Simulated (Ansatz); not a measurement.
By PBEsol, the system below comes out a metal.

Without scattering a metal conducts by its projected Fermi surface.

```
NiSi
1.0
    5.14154     0.00000     0.00000
    0.00000     5.56978     0.00000
    0.00000     0.00000     3.32130
Si Ni
4 4
Cartesian
  0.91987   3.24339   2.49097
  4.22167   2.32639   0.83032
  1.65090   0.45850   0.83032
  3.49064   5.11128   2.49097
  2.52989   3.83490   0.83032
  2.61165   1.73488   2.49097
  0.04088   1.05001   2.49097
  5.10066   4.51977   0.83032
```

Space group of this cell: Pnma. The cell is taken as given; by PBEsol its mean pressure is -1.0 GPa.

The current flows along the normal of the first two printed cell vectors. No spin-orbit coupling; the value is a mean over 0.1 eV about the Fermi level.

Question: Estimate the ballistic conductance per area that PBEsol run with Ansatz (an electronic-structure program) returns for this system.

Answer: 0.57 × 10¹⁵ S/m² for both spins.
